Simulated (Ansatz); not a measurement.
System: CsCl-type CoGa. Method: r²SCAN (plane waves, PAW; Ansatz, a program for electronic structure).

Settings: plane-wave cutoff 600 eV, 22×22×22 k mesh, Fermi–Dirac smearing 0.038 eV (set by the program), no spin polarisation, scalar-relativistic PAW data made under PBE.

Computed at the level's own relaxed cell.

```yaml
crystal:
  lattice:
    - [2.84415, 0.00000, 0.00000]
    - [0.00000, 2.84415, 0.00000]
    - [0.00000, 0.00000, 2.84415]
  atoms:
    - { symbol: Ga, position: [0.50000, 0.50000, 0.50000] }
    - { symbol: Co, position: [0.00000, 0.00000, 0.00000] }
```

Question: Give the elastic tensor (Voigt notation, GPa, ions relaxed, in the Cartesian axes of the cell as printed).

Answer: 
```
  275.8   164.8   164.8     0.0     0.0     0.0
  164.8   275.8   164.8     0.0     0.0     0.0
  164.8   164.8   275.8     0.0     0.0     0.0
    0.0     0.0     0.0   124.7     0.0     0.0
    0.0     0.0     0.0     0.0   124.7     0.0
    0.0     0.0     0.0     0.0     0.0   124.7
```

Static lattice: no zero-point or thermal effects.
